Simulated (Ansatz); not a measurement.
# tetragonal MoSi2 (1 1 0) on zinc-blende GaSb (1 1 1) (film strained to the substrate, started from cuts of the bulks and a machine-learned relaxation; slabs Ga4Sb4 and Mo4Si8, which can lie off the formulas)

A periodic stack without vacuum, tetragonal MoSi2 (1 1 0) on zinc-blende GaSb (1 1 1) (film strained to the substrate, started from cuts of the bulks and a machine-learned relaxation; slabs Ga4Sb4 and Mo4Si8, which can lie off the formulas): substrate slab Ga4Sb4, film Mo4Si8, surface cells [[0, -1], [1, -1]] and [[-1, -1], [0, -1]], film strained by -3.4 and -3.4 %, outermost planes Ga/Sb and MoSi/MoSi as cut, which need not be the usual terminations and can put a slab off its formula.

The start was prepared with a machine-learned potential, and the result is one local minimum, with the in-plane cell held and forces under 0.04 eV/Å; the film can end far from its bulk form.

All values below come from PBE (plane waves to 420 eV, PAW; Ansatz, a program for electronic structure). No spin–orbit coupling; the runs are not spin-polarised. Its k-point mesh 8×8×1, Fermi–Dirac width 0.05 eV.

- interface area = 16.7 Å²
- period = 24.31 Å
- heights between the nearest atoms of the two slabs at the two interfaces = 2.77 and 2.57 Å
- Ga–Mo contacts across the interfaces within 1.22 times the sum of covalent radii = 1, mean 2.65 Å
- Mo–Sb contacts across the interfaces within 1.22 times the sum of covalent radii = 1, mean 2.79 Å

```
CELL_PARAMETERS angstrom
      4.39179    -0.00262     0.10206
      2.19471     3.80050     0.19866
      2.75800     2.19419    24.48056
ATOMIC_POSITIONS crystal
  Ga 0.00096 0.05011 0.04957
  Ga 0.28393 0.25197 0.20631
  Ga 0.56487 0.46269 0.35481
  Ga 0.85088 0.67288 0.50234
  Sb 0.31934 0.34375 0.09691
  Sb 0.60404 0.55385 0.24447
  Sb 0.88539 0.76499 0.39235
  Sb 0.16876 0.97182 0.54445
  Mo 0.12821 0.87632 0.65916
  Mo 0.09641 0.29847 0.75292
  Mo 0.06391 0.72094 0.84693
  Mo 0.03238 0.14332 0.94045
  Si 0.45766 0.21236 0.65850
  Si 0.79922 0.54105 0.65900
  Si 0.42711 0.63313 0.75290
  Si 0.76540 0.96414 0.75269
  Si 0.39477 0.05360 0.84886
  Si 0.73237 0.38506 0.84857
  Si 0.35934 0.47690 0.94339
  Si 0.70320 0.80433 0.94393
```
